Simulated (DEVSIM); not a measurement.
System: abrupt Si n-p junction, at 300 K.

| layer (left to right) | material | thickness (μm) | Nd (cm⁻³) | Na (cm⁻³) | τn (s) | τp (s) |
|---|---|---|---|---|---|---|
| 1 | Si | 4.80 | 7.7e16 | - | 1.4e-5 | 1.4e-5 |
| 2 | Si | 100 | - | 1.4e16 | 1.4e-5 | 1.4e-5 |

Left contact: ohmic. Right contact: ohmic. Voltage is applied to the left contact. Recombination: SRH at mid-gap, radiative. Mobility is μmin + (μ − μmin)/(1 + (N/Nref)^α).

This is a model device: material constants are rounded textbook-type values typed into the input, and sizes, dopings and lifetimes were drawn at random. Values at 300 K.

| parameter | Si |
|---|---|
| gap (eV) | 1.124 |
| affinity (eV) | 4.05 |
| permittivity | 11.7 |
| Nc (cm⁻³) | 2.86e19 |
| Nv (cm⁻³) | 3.1e19 |
| μn (cm²/Vs) | 1417 |
| μp (cm²/Vs) | 470 |
| μn,min | 52 |
| μp,min | 45 |
| Nref,n | 9.7e16 |
| Nref,p | 2.2e17 |
| αn | 0.68 |
| αp | 0.72 |
| B (cm³/s) | 4.7e-15 |

Simulated with DEVSIM: 1D drift-diffusion, Boltzmann statistics, complete ionisation; no tunnelling, impact ionisation, image-force lowering or self-heating.

Question: Tabulate band edges, carrier densities and field at -0.9 V on the left contact.

Answer: Energies count from the Fermi level of the right contact; mesh points crowd at the junctions.

```tsv
x (μm)	Ec (eV)	Ev (eV)	n (cm⁻³)	p (cm⁻³)	field (V/cm)
0.000	1.053	-0.071	7.7e16	1500	-10
0.04509	1.053	-0.071	7.7e16	7.7e13	-10
0.1822	1.053	-0.071	7.7e16	3.1e14	-10
0.5660	1.052	-0.072	7.8e16	9.6e14	≈ 0
2.400	1.051	-0.073	8.1e16	3.9e15	≈ 0
3.976	1.049	-0.075	8.3e16	6.3e15	≈ 0
4.528	1.049	-0.075	8.4e16	7.2e15	≈ 0
4.752	1.049	-0.075	8.3e16	7.6e15	410
4.800	1.066	-0.058	4.3e16	1.5e16	11000
4.845	1.085	-0.039	2.0e16	3.1e16	920
4.976	1.087	-0.037	1.9e16	3.3e16	-11
5.612	1.086	-0.038	1.9e16	3.3e16	-11
7.190	1.084	-0.040	1.9e16	3.3e16	-11
12.04	1.079	-0.045	1.9e16	3.3e16	-12
35.08	1.051	-0.073	1.6e16	3.0e16	-13
75.39	0.993	-0.131	1.1e16	2.5e16	-17
94.64	0.956	-0.168	5.6e15	2.0e16	-24
101.3	0.938	-0.186	2.5e15	1.7e16	-32
104.0	0.928	-0.196	6.9e14	1.5e16	-39
104.5	0.926	-0.198	2.3e14	1.4e16	-41
104.7	0.925	-0.199	6.5e13	1.4e16	-42
104.8	0.925	-0.199	8300	1.4e16	-43
```
